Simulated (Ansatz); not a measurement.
## Response to strain in SnO2

Base system: SnO₂ in the rutile structure (space group P4_2/mnm, No. 136).

```
CELL_PARAMETERS angstrom
      4.82757     0.00000     0.00000
      0.00000     4.82757     0.00000
      0.00000     0.00000     3.23813
ATOMIC_POSITIONS crystal
  Sn 0.00000 0.00000 0.00000
  Sn 0.50000 0.50000 0.50000
  O  0.30658 0.30658 0.00000
  O  0.80658 0.19342 0.50000
  O  0.19342 0.80658 0.50000
  O  0.69342 0.69342 0.00000
```

Cartesian axes are those of the cell as printed.

Strains are applied to the cell and any free atomic positions relax; under biaxial strain the out-of-plane vector relaxes too.

Calculations: PBE/PAW in Ansatz (a program for electronic structure), no spin-orbit coupling.

Notes on the quantities. pressure: mean of the normal stresses, compression positive.

| change | ratio −ε⊥/ε∥ | pressure |
|---|---|---|
| base | – | 0.00 GPa |
| biaxial strain −3.00 %, plane normal [001], relaxed out of plane | 0.77 | 5.84 GPa |
| biaxial strain −2.40 %, plane normal [001], relaxed out of plane | 0.75 | 4.59 GPa |
| biaxial strain −1.80 %, plane normal [001], relaxed out of plane | 0.73 | 3.37 GPa |
| biaxial strain −1.20 %, plane normal [001], relaxed out of plane | 0.71 | 2.20 GPa |
| biaxial strain −0.60 %, plane normal [001], relaxed out of plane | – | 1.08 GPa |

Whether these cells are dynamically stable was not tested.
